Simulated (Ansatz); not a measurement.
Start from WSi2 (space group Fddd, No. 70; a = 4.5568 Å, b = 7.8736 Å, c = 8.9148 Å; a hypothetical phase, not in the database extracts checked). Axes: x, y, z lie along a, b, c of the conventional cell.

Computed with PBEsol (Ansatz, an electronic-structure program; PAW; 420 eV plane waves; no SOC).

Strains are applied to the cell and any free atomic positions relax.

One change was made to it. Results:

```json
[
 {"quantity": "energy relative to the base (free energy F)", "base": "0 meV/atom", "after": "+6.0 meV/atom"},
 {"quantity": "pressure (mean of the normal stresses, compression positive)", "base": "0.0 GPa", "after": "6.0 GPa"},
 {"quantity": "band gap", "base": "zero", "after": "zero"}
]
```

### Question
Which change produced these results?
(A) tensor shear ε_xy = −0.93 %
(B) isotropic strain −0.82 %
(C) isotropic strain +5.28 %
(D) isotropic strain −1.11 %

### Answer
B, isotropic strain −0.82 %. For comparison, the energy relative to the base in the other runs: isotropic strain −1.11 % gives +11 meV/atom; isotropic strain +5.28 % gives +0.202 eV/atom; tensor shear ε_xy = −0.93 % gives +2.7 meV/atom.

Without a gap, meshes like the base's 13×13×13 leave anisotropic stresses uncertain by several tenths of a GPa, and small strain energies with them. Whether these cells are dynamically stable was not tested. All final runs are without spin polarisation.
